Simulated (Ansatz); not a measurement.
# How far PBE and PBEsol part for TiB2

Start from TiB2 (space group P6/mmm, No. 191; a = 3.032 Å, c = 3.224 Å).

(Cell as relaxed with PBE.)

Levels (all Ansatz, an electronic-structure program, PAW, earlier PAW set): PBE (420 eV, without spin-orbit coupling); PBEsol (420 eV, without spin-orbit coupling).

Each level relaxes its own structure.

| quantity | PBE | PBEsol |
|---|---|---|
| volume per atom | 8.56 Å³ | 8.37 Å³ |
| lattice parameter a | 3.032 Å | 3.017 Å |
| lattice parameter c | 3.224 Å | 3.185 Å |
| band gap | zero | zero |

PBE's volume per atom lies 0.19 Å³ above PBEsol's (2.2 %); PBE's lattice parameter a lies 0.015 Å above PBEsol's (0.5 %); PBE's lattice parameter c lies 0.039 Å above PBEsol's (1.2 %); the two agree on the band gap. Neither level is exact; PBEsol is the comparison here, not a measurement.

No phonon test of stability was made. The final runs are not spin-polarised.
